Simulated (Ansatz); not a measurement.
Take PbO (space group P4/nmm, No. 129; a = 3.970 Å, c = 4.705 Å) as the base. Axes: x, y, z lie along a, b, c of the conventional cell.

The values are results of Ansatz (a quantum-chemistry and plane-wave program) PBEsol-D3(BJ), spin-orbit coupling left out, not measurements.

For the base:

```
Item                             Value
-----------------------------  -------
Shortest interatomic distance  2.309 Å
```

Now apply this change: uniaxial strain ε_xx = +2.40 %, all other strain components held at zero; the atoms relax in the strained cell.

Question: How does this affect the shortest interatomic distance and largest internal atomic displacement?

Answer: The shortest interatomic distance goes up by 0.005 Å, from 2.309 Å to 2.314 Å; the largest internal atomic displacement is 0.026 Å.

Whether these cells are dynamically stable was not tested.
